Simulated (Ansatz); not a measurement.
**Cs: isotropic strain −1.50 %**

The reference is Cs in the bcc (W type) structure (space group Im-3m, No. 229; a = 6.161 Å; relaxed with 0.1 eV smearing).

Perturbation: an isotropic linear strain of −1.50 %; the atoms relax in the strained cell.

All numbers come from PBE, PAW, 420 eV (Ansatz, a quantum-chemistry and plane-wave program; no SOC). k-mesh 15×15×15 (Γ-centred); smearing 0.1 eV (Fermi–Dirac).

- Volume per atom = 111.76 Å³ (base 116.94 Å³)
- Space group = Im-3m (No. 229) (base Im-3m (No. 229))
- Energy relative to the base (free energy F) = +1.4 meV/atom
- Pressure = 0.1 GPa (base 0.0 GPa)
- Band gap = zero (base zero)

Final structure:

```yaml
crystal:
  lattice:
    - [-3.03441, 3.03441, 3.03441]
    - [3.03441, -3.03441, 3.03441]
    - [3.03441, 3.03441, -3.03441]
  atoms:
    - { symbol: Cs, position: [0.00000, 0.00000, 0.00000] }
```

Stability against distortions was not tested. All final runs are without spin polarisation.
